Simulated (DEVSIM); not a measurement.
System: Si p+/n-/n+ power diode, at 300 K.

| layer (left to right) | material | thickness (μm) | Nd (cm⁻³) | Na (cm⁻³) | τn (s) | τp (s) |
|---|---|---|---|---|---|---|
| 1 | Si | 0.760 | - | 7.5e18 | 1.6e-5 | 1.6e-5 |
| 2 | Si | 4.00 | 5.1e14 | - | 1.6e-5 | 1.6e-5 |
| 3 | Si | 7.10 | 2.7e18 | - | 1.6e-5 | 1.6e-5 |

Left contact: ohmic. Right contact: ohmic. Voltage is applied to the left contact. Recombination: SRH at mid-gap, radiative. Mobility is constant in doping.

This is a model device: material constants are rounded textbook-type values typed into the input, and sizes, dopings and lifetimes were drawn at random. Values at 300 K.

```tsv
parameter	Si
gap (eV)	1.124
affinity (eV)	4.05
permittivity	11.7
Nc (cm⁻³)	2.86e19
Nv (cm⁻³)	3.1e19
μn (cm²/Vs)	1417
μp (cm²/Vs)	470
B (cm³/s)	4.7e-15
```

Model (solved in DEVSIM): 1D drift-diffusion, Boltzmann statistics, complete ionisation; no tunnelling, impact ionisation, image-force lowering or self-heating.

Question: Give the dark forward current.

Answer: 
| V (V) | J (A/cm²) |
|---|---|
| 0.05 | 1.4e-9 |
| 0.10 | 5.0e-9 |
| 0.15 | 1.6e-8 |
| 0.20 | 4.8e-8 |
| 0.25 | 1.6e-7 |
| 0.30 | 6.0e-7 |
| 0.35 | 2.7e-6 |
| 0.40 | 1.4e-5 |
| 0.45 | 8.4e-5 |
| 0.50 | 0.00051 |
| 0.55 | 0.0030 |
| 0.60 | 0.018 |
| 0.65 | 0.12 |
| 0.70 | 0.77 |
| 0.75 | 5.2 |
| 0.80 | 35 |
| 0.85 | 230 |
| 0.90 | 1300 |
| 0.95 | 6100 |
